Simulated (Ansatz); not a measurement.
Fluorite AuAl2 was calculated with PBEsol-D3(BJ) (Ansatz, a program for electronic structure, plane waves, PAW).

Numerical settings: plane-wave cutoff 520 eV, 16×16×16 k mesh, Fermi–Dirac smearing 0.05 eV, scalar-relativistic PAW data made under PBE.

The volume scan:

```tsv
V (Å³/atom)	E − E_lowest (meV/atom)
16.463	27.46
16.814	11.73
17.164	2.81
17.514	0.00
17.865	2.63
18.215	10.12
18.565	21.94
```

Task: Fit the third-order Birch–Murnaghan equation and give B0 and B′.

Result: V0 = 17.514 Å³/atom, B0 = 124 GPa, B′ = 4.7 (fit to the energies at full precision).

Spin–orbit coupling is not included; it can shift volumes and moduli of such heavy elements.
